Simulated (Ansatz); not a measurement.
By PBEsol, the system below comes out a metal.

Without scattering a metal conducts by its projected Fermi surface.

```xyz
2
Lattice="3.1265 0.0000 0.0000 0.0000 3.1265 0.0000 1.5632 -1.5632 2.2107" Properties=species:S:1:pos:R:3 pbc="T T T"
Hf     0.0000     0.0000     0.0000
N      1.5632     1.5632     0.0000
```

Space group of this cell: Fm-3m, rock salt. The cell is strained (all lengths scaled by 0.98); by PBEsol its mean pressure is 17.1 GPa.

The current flows along the normal of the first two printed cell vectors, the (001) plane of the conventional cell. No spin-orbit coupling; the value is a mean over 0.1 eV about the Fermi level.

Problem. Compute, with PBEsol (Ansatz, a quantum-chemistry and plane-wave program), the ballistic conductance per area.

Solution. 1.1 × 10¹⁵ S/m² for both spins.
